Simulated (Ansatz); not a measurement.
Where the default PAW files enter, the runs use the earlier of Ansatz's two default sets.

Crystal: CdTe (F-43m, zinc blende, 2 atoms a cell, 35.4 Å³ an atom); both levels run on this one cell.

Complex bands along the normal of (111) by Ansatz (plane waves, PAW, no spin-orbit coupling). r2SCAN gives a gap of 1.15 eV and a slowest mid-gap decay of 0.078 1/Å.

What does PBE give on the same cell, and what does that do to the current through 2 nm?

Gap 0.66 eV, κ = 0.048 1/Å. The mid-gap transmission through 2 nm changes by exp(2 × 20 × (0.078 − 0.048)) = a factor of 3.3 against r2SCAN.

Ansatz is a first-principles code.
